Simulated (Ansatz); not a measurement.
# TiC: pressure series

The reference is TiC in the rock salt structure (space group Fm-3m, No. 225; a = 4.333 Å).

Cell and atoms are relaxed at each pressure.

Computed with plane-wave PAW DFT at the PBE level (Ansatz, a first-principles code, 420 eV), no SOC.

Notes on the quantities. enthalpy: H = E + PV relative to the base's energy.

| change | density | enthalpy | shortest interatomic distance |
|---|---|---|---|
| base | 4.89 g/cm³ | – | 2.167 Å |
| pressure −2 GPa | … | -0.13 eV/atom | … |
| pressure −1 GPa | 4.87 g/cm³ | -0.06 eV/atom | 2.169 Å |
| pressure 0.9 GPa | 4.91 g/cm³ | +0.06 eV/atom | 2.164 Å |
| pressure 2.1 GPa | 4.93 g/cm³ | +0.13 eV/atom | 2.161 Å |
| pressure 4.5 GPa | 4.97 g/cm³ | +0.28 eV/atom | 2.154 Å |
| pressure 9 GPa | 5.06 g/cm³ | +0.56 eV/atom | 2.142 Å |
| pressure 15 GPa | 5.16 g/cm³ | +0.93 eV/atom | 2.128 Å |
| pressure 22.5 GPa | 5.28 g/cm³ | +1.37 eV/atom | 2.112 Å |
| pressure 30 GPa | 5.39 g/cm³ | +1.81 eV/atom | 2.097 Å |

**Question.** Fill in the withheld entries from the trend.

**Answer.** 
- pressure −2 GPa, density: 4.85 g/cm³
- pressure −2 GPa, shortest interatomic distance: 2.172 Å

Load acts through the strain it causes; cell and atoms are relaxed under it. Stability against distortions was not tested. No other phases were tried under pressure. All final runs are without spin polarisation.
